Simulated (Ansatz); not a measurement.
The reference is SiC in the zinc blende structure (space group F-43m, No. 216; a = 4.356 Å).

Method: DFT with r2SCAN, PAW potentials and a 500 eV plane-wave cutoff in Ansatz (a first-principles code), scalar-relativistic without spin-orbit coupling.

For the base:

* **Pressure**: 0.0 kbar
* **Electron mass**: 0.64 mₑ along k, 0.23 mₑ across (at X)
* **Hole mass**: 0.35, 0.57, 0.57 mₑ (at Γ)

Modification: the cell is scaled by 0.9800 in all directions; the atoms relax in the strained cell.

Q: How does this affect the pressure, electron mass and hole mass?

A: The pressure goes from zero to 154.8 kbar; the electron mass changes from 0.64 mₑ along k, 0.23 mₑ across (at X) to 0.62 mₑ along k, 0.22 mₑ across (at X); the hole mass (degenerate bands, along [100]) becomes 0.38, 0.58, 0.58 mₑ (at Γ) (base: 0.35, 0.57, 0.57 mₑ (at Γ)).

The levels and masses belong to the bands next to the band gap. Masses are band curvatures over ±0.01 Å⁻¹ around the edge. Along k means along the line from Γ to the band edge. No phonon test of stability was made.
